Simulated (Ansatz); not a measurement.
The reference is TiC in the rock salt structure (space group Fm-3m, No. 225; a = 4.3278 Å; relaxed with 0.1 eV smearing). Axes: x, y, z lie along the cube axes.

Structures relaxed with r2SCAN/PAW in Ansatz (a program for electronic structure), no spin-orbit coupling.

Base:

Simulated powder pattern, Co Kα, λ = 1.79026 Å (kinematic, ideal powder, no thermal factors, no anomalous dispersion; the 14 strongest lines at most, above 2 %, up to 2θ = 90°):

```tsv
2θ (°)	I/Imax (%)	hkl
41.98	88	(111)
48.87	100	(200)
71.61	57	(220)
86.63	32	(311)
```

After one change:

Simulated powder pattern, Co Kα, λ = 1.79026 Å (kinematic, ideal powder, no thermal factors, no anomalous dispersion; the 14 strongest lines at most, above 2 %, up to 2θ = 90°):

| 2θ (°) | I/Imax (%) |
|---|---|
| 41.84 | 100 |
| 48.36 | 39 |
| 48.87 | 75 |
| 71.20 | 43 |
| 71.61 | 21 |
| 85.75 | 12 |
| 86.53 | 24 |

**Question.** Name the change that was made.
(A) uniaxial strain ε_zz = +1.00 %
(B) uniaxial strain ε_zz = +3.00 %
(C) uniaxial strain ε_zz = +2.00 %
(D) uniaxial strain ε_zz = +2.50 %

**Answer.** A, uniaxial strain ε_zz = +1.00 %. Its volume per atom is 10.23 Å³ against 10.13 Å³, and its space group is I4/mmm (No. 139).

Stability against distortions was not tested. All final runs are without spin polarisation.
